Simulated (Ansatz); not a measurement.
```yaml
crystal:
  lattice:
    - [0.00000, 2.84211, 2.84211]
    - [2.84211, 0.00000, 2.84211]
    - [2.84211, 2.84211, 0.00000]
  atoms:
    - { symbol: Ga, position: [0.00000, 0.00000, 0.00000] }
    - { symbol: As, position: [0.25000, 0.25000, 0.25000] }
```

No spin polarisation.

Computed with PBE (Ansatz, a program for electronic structure), no spin-orbit coupling. Settings: 10×10×10 k-points, 0.05 eV Fermi–Dirac smearing.

**Question.** What is the computed band gap?

**Answer.** 0.40 eV.

**Question.** What is the computed gap character?

**Answer.** Direct at Γ.

Load acts through the strain it causes; cell and atoms are relaxed under it. No phonon test of stability was made. Tetrahedral semiconductors of this kind turn to denser phases somewhere between about 1 and 50 GPa; those were not computed, so compressed cells here can lie past the real transition. The cell was made from GaAs in the zinc blende structure (space group F-43m, No. 216) by this change: pressure 2.1 GPa.
